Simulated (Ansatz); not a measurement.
# PBE against r2SCAN: TiSi2, isotropic strain +3.27 %

Consider TiSi₂ (space group Cmcm, No. 63; a = 3.546 Å, b = 13.563 Å, c = 3.580 Å).

(Cell as relaxed with PBE.)

Levels (all Ansatz, an electronic-structure program, PAW): PBE (420 eV, scalar-relativistic without spin-orbit coupling); r2SCAN (500 eV, scalar-relativistic without spin-orbit coupling).

Each level relaxes its own structure.

| base | PBE | r2SCAN |
|---|---|---|
| volume per atom | 14.35 Å³ | 14.16 Å³ |
| band gap | zero | zero |

Perturbation: the cell is scaled by 1.0327 in all directions; the atoms relax in the strained cell.

```csv
quantity,PBE,r2SCAN
largest internal atomic displacement,0.025 Å,___
energy relative to the base (free energy F),+52 meV/atom,___
"pressure (mean of the normal stresses, compression positive)",-10.4 GPa,___
band gap,zero,___
```

Problem. Predict the r2SCAN column.

Solution. 
- largest internal atomic displacement, r2SCAN: 0.029 Å
- energy relative to the base (free energy F), r2SCAN: +53 meV/atom
- pressure (mean of the normal stresses, compression positive), r2SCAN: -10.9 GPa
- band gap, r2SCAN: zero

PBE's energy relative to the base lies 1.7 meV/atom below r2SCAN's; PBE's pressure lies 0.5 GPa above r2SCAN's; the two agree on the band gap. Neither level is exact; r2SCAN is the comparison here, not a measurement.

Whether these cells are dynamically stable was not tested. All final runs are without spin polarisation.
